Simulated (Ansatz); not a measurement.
A self-consistent single point of Lu₃TlC (P4mm, 5 atoms in the cell) with Ansatz (a program for electronic structure).

Computed with LDA (PW92), harder PAW files (source: ansatz) made with PBE (plane waves; Ansatz).

The change in words: lattice scaled by 0.98; basis.ecutwfc: 420 eV → 820 eV; hamiltonian.pseudopotentials: {kind: paw} (the program's default PAW files) → {kind: paw, source: ansatz}. Reference geometry:
```yaml
crystal:
  lattice:
    - [4.73183, 0.00000, 0.00000]
    - [0.00000, 4.73183, 0.00000]
    - [0.00000, 0.00000, 4.73183]
  atoms:
    - { symbol: Lu, position: [0.50000, 0.00000, 0.50000] }
    - { symbol: Lu, position: [0.01057, 0.50000, 0.50000] }
    - { symbol: Lu, position: [0.50000, 0.50000, 0.00000] }
    - { symbol: Tl, position: [0.00000, 0.00000, 0.00000] }
    - { symbol: C, position: [0.50000, 0.50000, 0.50000] }
```

Reference input (self-consistent single point, DFT, LDA (PW92), plane waves, default PAW files made with PBE): basis.ecutwfc = 420 eV; kpoints.mp_grid.grid = 5 5 5; hamiltonian.xc = lda; hamiltonian.pseudopotentials = {kind: paw} (the program's default PAW files); scf.occupations.method = gaussian; scf.occupations.width = 0.1 eV. This run's input differs from it in these lines:

Ansatz 0.2 input:
```diff
@@ -3,5 +3,5 @@
   lattice:
-    - [4.73183200, 0.00000000, 0.00000000]
-    - [0.00000000, 4.73183200, 0.00000000]
-    - [0.00000000, 0.00000000, 4.73183200]
+    - [4.63719500, 0.00000000, 0.00000000]
+    - [0.00000000, 4.63719500, 0.00000000]
+    - [0.00000000, 0.00000000, 4.63719500]
   atoms:
@@ -13,3 +13,3 @@
 basis:
-  ecutwfc: 420.0 eV
+  ecutwfc: 820.0 eV
 kpoints:
@@ -21,2 +21,3 @@
     kind: paw
+    source: ansatz
 scf:
```

Output, abridged:

```
SCF iter   1: F=—  HF=-58022.152914 eV  |F-HF|=—  |Δ(HF+E_count)|=         —  Δρ=7.83e-2  dr2=1.09e1  ethr=3.10e-3  ⟨swp⟩=7.8  Hψ=3970  notcnv=0  defer=10
all-band conjugate gradients solve this SCF's bands
preconditioner: auto → Kerker (q_TF=auto, 2.730 Å⁻¹)
SCF iter   2: F=—  HF=-58020.013999 eV  |F-HF|=—  |Δ(HF+E_count)|=    2.14e0  Δρ=3.11e-2  dr2=2.16e0  ethr=3.10e-3  ⟨swp⟩=4.0  Hψ=2131  notcnv=0  defer=68
   [... lines left out ...]
SCF iter   8: F=—  HF=-58019.413536 eV  |F-HF|=—  |Δ(HF+E_count)|=   3.13e-5  Δρ=1.72e-4  dr2=2.07e-5  ethr=2.44e-7  ⟨swp⟩=2.1  Hψ=1615  notcnv=0  defer=54
SCF iter   9: F=—  HF=-58019.413429 eV  |F-HF|=—  |Δ(HF+E_count)|=   1.07e-4  Δρ=1.74e-4  dr2=1.64e-5  ethr=2.07e-8  ⟨swp⟩=2.0  Hψ=1967  notcnv=0  defer=54
SCF iter  10: F=—  HF=-58019.413419 eV  |F-HF|=—  |Δ(HF+E_count)|=   9.98e-6  Δρ=2.01e-5  dr2=3.60e-7  ethr=1.64e-8  ⟨swp⟩=2.1  Hψ=1871  notcnv=0  defer=54
SCF iter  11: F=-58019.413419 eV  HF=-58019.413419 eV  |F-HF|=2.38e-8  |Δ(HF+E_count)|=   2.00e-8  Δρ=6.55e-6  dr2=4.71e-8  ethr=1.00e-10  ⟨swp⟩=14.8  Hψ=5568  notcnv=0
SCF 1 converged in 11 iterations: F = -58019.413419 eV  dr2 = 4.71e-8
Free energy (F): -58019.413419 eV
Internal energy: -58019.406798 eV  (E = F + TS)
E sigma→0 (E₀):  -58019.410108 eV
Entropy (-TS):   -0.006621 eV (-1.324 meV/atom)
Fermi energy:    15.927427 eV
--- Forces (eV/Å), atoms counted from 1 ---
  atom   1  Lu     0.18961879     0.00000000     0.00000000
  atom   2  Lu    -0.61943172     0.00000000     0.00000000
  atom   3  Lu     0.18961879     0.00000000     0.00000000
  atom   4  Tl     0.03158138     0.00000000     0.00000000
  atom   5  C      0.20865282     0.00000000     0.00000000
--- Stress (GPa, compression-positive) ---
        1.776118      -0.000000       0.000000
       -0.000000       1.611920       0.000000
        0.000000       0.000000       1.611920
  P = ⅓ Tr σ = 1.6667 GPa (16.667 kbar)
  The stress holds the Pulay correction. Without it, at fixed plane waves, as pw.x and ABINIT print it: P = 1.6653 GPa
```

The run converged in 11 iterations. Against the reference run the pressure goes from -4.19 to 1.67 GPa and the largest force goes from 0.495 to 0.619 eV/Å.

The starting cell comes from a database of computed structures (which also holds hypothetical and non-ambient phases and stackings), without a prior relaxation at this level. Its lattice was rescaled by up to half a per cent. One atom was moved a little off its site on purpose. For this run, on top of that: lattice scaled by 0.98. Ansatz's pressure includes its estimate of the finite-basis (Pulay) stress.
